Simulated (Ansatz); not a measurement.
## GaP: energy against volume

GaP (zinc blende, F-43m, 20.108 Å³/atom and stress up to 0.01 GPa in the relaxed cell, cube axes along x, y and z) under an equal strain ε along all three axes. PBEsol in Ansatz, a plane-wave DFT program (PAW, default set), 420 eV, 11×11×11 Γ-centred mesh, Fermi-Dirac smearing 0.05 eV; ions are relaxed, or left where forces stay under 0.02 eV/Å, within the symmetry of each cell.

Here V stands for volume and E for E less E0.

| volume (Å³/atom) | E less E0 (meV/atom) | pressure (GPa) |
|---|---|---|
| 18.9251 | 20.56 | 5.89 |
| 19.2162 | 11.36 | 4.26 |
| 19.5104 | 4.96 | 2.74 |
| 19.8075 | 1.22 | 1.32 |
| 20.1076 | 0.00 | 0.00 |
| 20.4107 | 1.18 | -1.23 |
| 20.7169 | 4.64 | -2.37 |
| 21.0261 | 10.25 | -3.43 |
| 21.3383 | 17.92 | -4.42 |
| 21.9721 | ? | ? |

Question: Fit E against V with the third-order Birch-Murnaghan form, a cubic in V^(-2/3), and predict the withheld value at V = 21.9721.

Answer: With u = V^(-2/3) - 0.135, the rows have u = 0.005813, 0.004387, 0.002982, 0.001599, 0.000236, -0.001106, -0.002429, -0.003731, -0.005015. Least squares gives E = 0.038 - 310.8·u + 654466·u² + 1085267·u³. Residuals (row less fit): 0.000, -0.002, 0.000, 0.001, -0.001, -0.001, 0.001, -0.002, 0.000; standard error 0.002 (degrees of freedom: 5). Its minimum lies at u = 0.000237, so V0 = (0.135237)^(-3/2) = 20.11. There d²E/du² = 1310000 and d³E/du³ = 6512000, so B0 = (4/9) × 20.11^(-7/3) × 1310000 × 0.160218 = 84.9 GPa (the last factor turns the table's units into GPa), and B0' = 4 + (2/3) × 0.135237 × (6512000)/1310000 = 4.4. B0' rests on the cubic coefficient alone and has a standard error of 0.1 from these residuals. At the withheld row, u = -0.007527, so E = 0.038 - 310.8 × (-0.007527) + 654466 × (-0.007527)² + 1085267 × (-0.007527)³ = 38.994 meV/atom. The calculation gives 38.95 meV/atom, 0.044 meV/atom below the prediction (0.1 % of the range of E in the table). The row lies outside the fitted rows, so this is an extrapolation. The scatter of the fitted rows lies at the last printed digit.

Other structures, which can take over under pressure, weren't tried. The same form fitted to the pressure column gives B0' = 4.5; series where the two differ by over 0.4 aren't shown. Rows are the converged runs of the series near zero and its far end, less any whose ions stayed unrelaxed beside relaxed ones; series whose fitted rows scatter by over a few per cent of the range, as at a crossing or softening among them, aren't shown in this form.
